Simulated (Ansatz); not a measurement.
**Convergence study of the k-point mesh at a smearing width of 0.05 eV for Ni (Fm-3m, 1 atom in the cell)**

```
Ni
1.0
    0.00000     1.75472     1.75472
    1.75472     0.00000     1.75472
    1.75472     1.75472     0.00000
Ni
1
Direct
  0.00000   0.00000   0.00000
```
Moments meant for the start (each program seeds them in its own way; μB, in the order of the atoms Ni): 1.0.

Method: PBE, PAW files (plane waves; Ansatz, an electronic-structure program).

Base settings: basis.ecutwfc = 30.9 Ry; kpoints.mp_grid.grid = 16 16 16; hamiltonian.xc = pbe; hamiltonian.pseudopotentials = {kind: paw} (the program's default PAW files); magnetization.spin_polarized = true; scf.occupations.method = gaussian; scf.occupations.width = 0.0073 Ry.

In this ladder: scf.occupations.width = 0.0037 Ry.

The second cell is the first with its lattice scaled by 0.98.

Only quantities that move along the ladder and can be compared are tabulated.

The count of work is k-points × plane waves × bands × iterations; it is no time. 

The starting cell has typed, rounded lattice constants, without a prior relaxation at this level. Its lattice was rescaled by up to half a per cent. With one magnetic atom in the cell only a parallel order is possible. Ansatz's pressure includes its estimate of the finite-basis (Pulay) stress.

| kpoints.mp_grid.grid | free energy less the last step's (meV/atom) | energy of the compressed cell less the first (meV/atom) | pressure (GPa) | net moment (μB/atom) | count of work / last |
|---|---|---|---|---|---|
| 6 6 6 | -25.47 | 29.93 | 0.71 | 0.639 | 0.0091 |
| 7 7 7 | 11.06 | 28.85 | 2.38 | 0.704 | 0.037 |
| 8 8 8 | -0.25 | 34.78 | 1.85 | 0.699 | 0.018 |
| 10 10 10 | -3.33 | 35.99 | 2.16 | 0.734 | 0.033 |
| 12 12 12 | 0.09 | 35.53 | 2.06 | 0.695 | 0.045 |
| 14 14 14 | 3.62 | 32.23 | 1.37 | 0.594 | 0.085 |
| 18 18 18 | -1.57 | 32.91 | 1.45 | 0.621 | 0.15 |
| 21 21 21 | 0.54 | 32.73 | 1.50 | 0.621 | 0.22 |
| 26 26 26 | 0.41 | 33.43 | 1.71 | 0.653 | 0.32 |
| 31 31 31 | 0.06 | 33.67 | 1.67 | 0.651 | 0.57 |
| 38 38 38 | 0.00 | 33.48 | 1.65 | 0.646 | 1.0 |

Coarsest kpoints.mp_grid.grid that holds the net moment within 0.02 μB/atom of the last step, with all finer ones: 26 26 26, at 0.32 of the last step's count of work; the step before is off by 0.025 μB/atom.

State of the pressure at the end of the ladder: still drifting one way, by 0.06 GPa over the last two steps, so the last step is no safe reference.

Coarsest kpoints.mp_grid.grid that holds the energy of the compressed cell less the first within 1 meV/atom of the last step, with all finer ones: 18 18 18, at 0.15 of the last step's count of work; the step before is off by 1.3 meV/atom.

The energy difference between the two cells stays within 1 meV/atom of the last step's from 18 18 18 on, the total only from 21 21 21 on: much of the error is common to both cells and cancels.

Keys are those of Ansatz 0.2.
